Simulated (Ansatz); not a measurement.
# A computed series for BAs: element substitutions

The reference is BAs in the zinc blende structure (space group F-43m, No. 216; a = 4.7679 Å).

Each row replaces one element on all its sites; cell and atoms are relaxed.

All numbers come from plane-wave PAW DFT at the PBEsol level (Ansatz, an electronic-structure program, 420 eV), no spin-orbit coupling.

Candidates:
(a) As → Ga
(b) As → Au
(c) As → P

For the base:

```
Item                     Result
-------------------  ----------
Lattice parameter a  9.010 bohr
```

### Question
Order them by lattice parameter a, highest first.

### Answer
(b) As → Au (9.299 bohr), (a) As → Ga (9.227 bohr), (c) As → P (8.542 bohr)

No phonon test of stability was made. As relaxed here, GaB and AuB are hypothetical phases, not in the database extracts checked. The final runs are not spin-polarised.
